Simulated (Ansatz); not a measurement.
Consider SiO2 (space group Imma, No. 74; a = 5.264 Å, b = 9.578 Å, c = 8.918 Å; a cell from a computed database, its experimental status unchecked). Axes: x, y, z lie along a, b, c of the conventional cell.

Level of theory: DFT with PBEsol, PAW potentials and a 420 eV plane-wave cutoff in Ansatz (an electronic-structure program), scalar-relativistic without spin-orbit coupling.

Perturbation: an isotropic linear strain of +0.72 %; the atoms relax in the strained cell.

### Question
Predict the stress tensor and what it implies for the stiffness.

### Answer
Stress of the strained cell less that of the base (GPa, compression positive):
```
  -2.39    0.00    0.00
   0.00   -1.34    0.00
   0.00    0.00   -2.69
```

Then B = −ΔP/(ΔV/V₀) with ΔV/V₀ = 0.0218 gives secant stiffness values (nonlinear terms included at this strain): B (at held cell shape, above the free-shape value) ≈ 98 GPa.

Stability against distortions was not tested.
